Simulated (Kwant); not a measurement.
Model system: wire with one Gaussian impurity in a CdTe two-dimensional gas. Effective mass 0.096 mₑ, grid spacing 4 nm, hard walls, nominal width 80 nm (19 grid rows, so walls 80 nm apart), one parabolic valley, scattering region 240 nm long along x; energies count from the band bottom; Fermi energy swept from 0.00048962 to 0.010404 eV. Impurity U exp(−r²/2σ²), U = 0.076 eV, σ = 6.3 nm, 16 nm off the axis.

The device is made up for the run: typed textbook-type constants, with dimensions and the other settings drawn at random.

Model: effective-mass tight-binding model on a square grid, one spin, coherent transport at 0 K (Kwant). Conductance is in e²/h.

Sweep values stay those of the base run.

Base results: G (e²/h) at E = 2.906 meV 0.99; G (e²/h) at E = 7.905 meV 1.79; mean G (e²/h) over the sweep 1.21; G (e²/h) at E = 10.40 meV 2.02.

**Question.** What follows from this one change: effective mass 0.096 → 0.077 mₑ?

**Answer.** G at E = 2.906 meV 0.99 → 0.94 e²/h; G at E = 7.905 meV 1.79 → 1.35 e²/h; mean G over the sweep 1.21 → 1.02 e²/h; G at E = 10.40 meV 2.02 → 1.92 e²/h.

**Question.** What follows from this one change: impurity strength 0.076 → -0.076 eV?

**Answer.** G at E = 2.906 meV 0.99 → 1.24 e²/h; G at E = 7.905 meV 1.79 → 2.53 e²/h; mean G over the sweep 1.21 → 1.82 e²/h; G at E = 10.40 meV 2.02 → 3.39 e²/h.
